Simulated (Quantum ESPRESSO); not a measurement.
Input and output of a self-consistent single point for Ge3Mo5C (P6_3/mcm, 18 atoms in the cell) (Quantum ESPRESSO).

Method of the run: PBEsol, GBRV 1.5 ultrasoft (PBESOL) pseudopotentials (plane waves; Quantum ESPRESSO).

```
CELL_PARAMETERS angstrom
      7.33749     0.00000     0.00000
     -3.66874     6.35445     0.00000
      0.00000     0.00000     5.24664
ATOMIC_POSITIONS crystal
  Ge 0.00000 0.59632 0.25000
  Ge 0.00000 0.40368 0.75000
  Ge 0.40368 0.00000 0.75000
  Ge 0.59632 0.00000 0.25000
  Ge 0.40368 0.40368 0.25000
  Ge 0.59632 0.59632 0.75000
  Mo 0.33333 0.66667 0.50000
  Mo 0.66667 0.33333 0.50000
  Mo 0.66667 0.33333 0.00000
  Mo 0.33333 0.66667 0.00000
  Mo 0.00000 0.22594 0.25000
  Mo 0.00000 0.77406 0.75000
  Mo 0.77406 0.00000 0.75000
  Mo 0.22594 0.00000 0.25000
  Mo 0.77406 0.77406 0.25000
  Mo 0.22594 0.22594 0.75000
  C  0.00000 0.00000 0.00000
  C  0.00000 0.00000 0.50000
```

Reference input (self-consistent single point, DFT, PBEsol, plane waves, GBRV 1.5 ultrasoft (PBESOL) pseudopotentials): ecutwfc = 50 Ry; ecutrho = 400 Ry; occupations = smearing; smearing = cold; degauss = 0.0073499 Ry; potentials = {Ge: ge_pbesol_v1.4.uspp.F.UPF, Mo: mo_pbesol_v1.uspp.F.UPF, C: c_pbesol_v1.2.uspp.F.UPF}; K_POINTS = automatic 3 3 4 0 0 0; conv_thr = 1e-10 Ry. This run's input differs from it in these lines:

```diff
@@ -46,3 +46,3 @@
 K_POINTS {automatic}
-3 3 4  0 0 0
+4 4 4  0 0 0
 CELL_PARAMETERS {angstrom}
```

Log, with long lists cut:

```
     Self-consistent Calculation

     iteration #  1     ecut=    50.00 Ry     beta= 0.70

---- Real-time Memory Report at c_bands before calling an iterative solver
           796 MiB given to the printing process from OS
           426 MiB allocation reported by mallinfo(arena+hblkhd)
------------------

     Threshold (ethr) on eigenvalues was too large:
     Diagonalizing with lowered threshold

---- Real-time Memory Report at c_bands before calling an iterative solver
          1131 MiB given to the printing process from OS
           455 MiB allocation reported by mallinfo(arena+hblkhd)
------------------

   [... lines left out ...]

---- Real-time Memory Report at c_bands before calling an iterative solver
          1168 MiB given to the printing process from OS
           469 MiB allocation reported by mallinfo(arena+hblkhd)
------------------

     total energy              =   -2695.70529478 Ry
     estimated scf accuracy    <          6.3E-10 Ry

     iteration # 13     ecut=    50.00 Ry     beta= 0.70

---- Real-time Memory Report at c_bands before calling an iterative solver
          1168 MiB given to the printing process from OS
           469 MiB allocation reported by mallinfo(arena+hblkhd)
------------------
     End of self-consistent calculation

   [... 15 lines left out ...]

   [... 15 lines left out ...]

   [... 15 lines left out ...]

   [... 15 lines left out ...]

     the Fermi energy is    19.8245 ev

!    total energy              =   -2695.70529478 Ry
     estimated scf accuracy    <          3.6E-11 Ry
     smearing contrib. (-TS)   =      -0.00069415 Ry
     internal energy E=F+TS    =   -2695.70460064 Ry

     convergence has been achieved in  13 iterations

     Forces acting on atoms (cartesian axes, Ry/au):

     atom    1 type  1   force =    -0.00015232    0.00026382   -0.00000000
     atom    2 type  1   force =     0.00015232   -0.00026382    0.00000000
     atom    3 type  1   force =    -0.00030463    0.00000000    0.00000000
     atom    4 type  1   force =     0.00030463   -0.00000000   -0.00000000
   [... lines left out ...]

     Total force =     0.027676     Total SCF correction =     0.000036

          total   stress  (Ry/bohr**3)                   (kbar)     P=       38.94
   0.00027256  -0.00000000   0.00000000           40.10       -0.00        0.00
  -0.00000000   0.00027256   0.00000000           -0.00       40.10        0.00
   0.00000000   0.00000000   0.00024908            0.00        0.00       36.64

   JOB DONE.
```

The run converged in 13 iterations. Against the reference run the free energy goes up by 1.1 meV/atom, the pressure stays near 3.89 GPa while the zz stress (positive for compression) goes from 2.76 to 3.66 GPa and the largest force goes from 0.375 to 0.290 eV/Å.

The starting cell comes from a database of computed structures (which also holds hypothetical and non-ambient phases and stackings), without a prior relaxation at this level. Its lattice was rescaled by a random factor within 2.5 % of one. Spin polarisation is off.

Cost on one core of a shared machine: roughly 10 min.
